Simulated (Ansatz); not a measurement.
Start from AlRu in the CsCl type structure (space group Pm-3m, No. 221; a = 2.9832 Å; relaxed with 0.1 eV smearing).

Calculations: DFT with r2SCAN, PAW potentials and a 500 eV plane-wave cutoff in Ansatz (an electronic-structure program), without spin-orbit coupling.

Strains are applied to the cell and any free atomic positions relax.

One change was made to it. Results:

The energy goes up by 2.1 meV/atom; the pressure goes from zero to 3.4 GPa.

**Question.** Name the change that was made.
(A) isotropic strain −2.00 %
(B) isotropic strain −0.50 %
(C) isotropic strain −1.50 %

**Answer.** B, isotropic strain −0.50 %. For comparison, the energy relative to the base in the other runs: isotropic strain −2.00 % gives +35 meV/atom; isotropic strain −1.50 % gives +19 meV/atom.

Whether these cells are dynamically stable was not tested. The final runs are not spin-polarised.
